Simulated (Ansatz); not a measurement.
Functionals compared on Cl on the 1x1 (111) surface of fcc Pt, one in a 2x2 cell, started at the site 'bridge Pt-Pt (span 2.8 Å)', in Ansatz (plane waves, PAW). The structure was relaxed with PBE; the other rows are single points on it, each with its references at the same level. Cutoff 420 eV (500 eV for r2SCAN).

Set-up: 17 atoms, 6.9 Å thick at the start under the adsorbate (thin: gaps and levels are the slab's own); mesh 6x6x1; 0.1 eV smearing; dipole correction on; 8 atoms held, the rest relaxed; start symmetry kept, larger cells not searched; no spin, no spin-orbit, no U, no dispersion correction. At the end it is bonded to 2 Pt. In PBE it is, or lies within 0.03 eV of, the lowest of the starts that converged. These notes are the PBE run's. Adsorption energies are against ½ Cl2(g). A negative adsorption energy means that the adsorbate is more stable on the surface than in its reference.

```csv
functional,adsorption energy (eV),work function of the top face (eV),change of the work function (eV),rough cost of the single point
PBE,-1.08,5.57,-0.11,–
RPBE,___,___,___,about 2.7 core-minutes (a rough figure)
r2SCAN,-1.38,5.71,-0.04,roughly 6 core-minutes
```

Question: Some entries are withheld; supply them.

Answer: 
- RPBE, adsorption energy (eV): -0.83
- RPBE, work function of the top face (eV): 5.47
- RPBE, change of the work function (eV): -0.05

Ansatz is an electronic-structure program.
